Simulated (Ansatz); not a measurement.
Base system: MgS in the rock salt structure (space group Fm-3m, No. 225; a = 5.155 Å).

Levels (all Ansatz, an electronic-structure program, PAW): PBE-D3(BJ) (420 eV, no SOC); r2SCAN (500 eV, no spin-orbit coupling); HSE06 (420 eV, no spin-orbit coupling).

At the geometry relaxed with PBE-D3(BJ), these levels gave the following band gaps, in shuffled order: (a) 2.85 eV, (b) 3.87 eV, (c) 3.52 eV.

Q: Match each gap to its level.

A: (a) PBE-D3(BJ); (b) HSE06; (c) r2SCAN.

Single points use the geometry relaxed with PBE-D3(BJ). HSE06 was sampled on its mesh, a few special points and the semilocal edge points, so its gap is an upper bound. Whether these cells are dynamically stable was not tested. The base started in Pnma and relaxed to Fm-3m at this level.
